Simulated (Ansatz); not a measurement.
The starting structures come from a database of crystals and need not be the phases stable at ambient conditions.

Crystal: RbLuO2 (R-3m, not sure to be the ambient phase, 4 atoms a cell, 16.0 Å³ an atom, 2 GPa at this level); planes in its conventional cell.

These are r2SCAN (plane waves, PAW; Ansatz, an electronic-structure program) values and carry that method's errors.

The gap is the functional's own, uncorrected, and κ follows it; spin-orbit coupling is left out. Mid-gap values are interpolated between the computed energies.

```
plane  area of the cell (Å²)  mid-gap κ (1/Å)  largest κ in the gap (1/Å)
-----  ---------------------  ---------------  --------------------------
(001)                    9.9             0.36                        0.36
(101)                   22.1              ___                         ___
```

Task: The slowest decay depends on the direction. Supply the withheld values.

Result: 
- (101), mid-gap κ (1/Å): 0.32
- (101), largest κ in the gap (1/Å): 0.32
